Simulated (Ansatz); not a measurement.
Effort and miss along a sweep of kpoints.mp_grid.grid: BaIrF6 (R-3, 8 atoms in the cell)

Cell: a = 4.9121 Å, b = 4.9121 Å, c = 4.9121 Å, α = 97.68°, β = 97.68°, γ = 97.68°.

Computed with r2SCAN, default PAW files made with PBE (plane waves; Ansatz, a first-principles code).

Base settings: basis.ecutwfc = 500 eV; kpoints.mp_grid.grid = 4 4 4; kpoints.mp_grid.shift = 0.5 0.5 0.5; hamiltonian.xc = r2scan; hamiltonian.pseudopotentials = {kind: paw} (the program's default PAW files); scf.occupations.method = methfessel_paxton; scf.occupations.width = 0.2 eV.

Misses are taken against the tightest run, 14 14 14, which need not be fully converged itself. The energy is the free energy per atom.

The count of work is k-points × plane waves × bands × iterations; it is no time, and leaves out set-up, grids and terms that scale otherwise. Core times come from one kind of shared machine and are given to one figure; runs under 30 s give none.

The starting cell comes from a database of published, mostly measured structures (it also holds non-ambient and calculated ones), without a prior relaxation at this level. Spin polarisation is off; with an odd number of electrons in the cell that forces a metal, and a magnetic state may lie lower. Ansatz's pressure includes its estimate of the finite-basis (Pulay) stress.

```
kpoints.mp_grid.grid  energy less reference (meV/atom)  pressure less reference (GPa)  largest difference in the force on any atom (eV/Å)  count of work / reference  core time / reference (rough)
--------------------  --------------------------------  -----------------------------  --------------------------------------------------  -------------------------  -----------------------------
1 1 1                                            46.31                           1.09                                               0.331                     0.0022                              –
2 2 2                                             1.32                           0.03                                               0.019                     0.0039                              –
3 3 3                                             0.09                           0.01                                               0.001                      0.013                              –
4 4 4                                            -0.01                           0.00                                               0.000                      0.026                              –
5 5 5                                             0.00                           0.00                                               0.000                      0.050                              –
6 6 6                                             0.00                           0.00                                               0.000                      0.082                              –
7 7 7                                             0.00                           0.00                                               0.000                       0.12                            0.1
8 8 8                                             0.00                           0.00                                               0.000                       0.19                            0.2
9 9 9                                             0.00                           0.00                                               0.000                       0.27                            0.3
11 11 11                                          0.00                           0.00                                               0.000                       0.49                            0.4
14 14 14                                          0.00                           0.00                                               0.000                        1.0                              1
```

Coarsest setting among those run that, with all tighter ones, holds the energy within 20 meV/atom of the reference: 2 2 2, off by 1.3 meV/atom; it needs 0.0039 of the reference's count of work.

Keys are those of Ansatz 0.2.
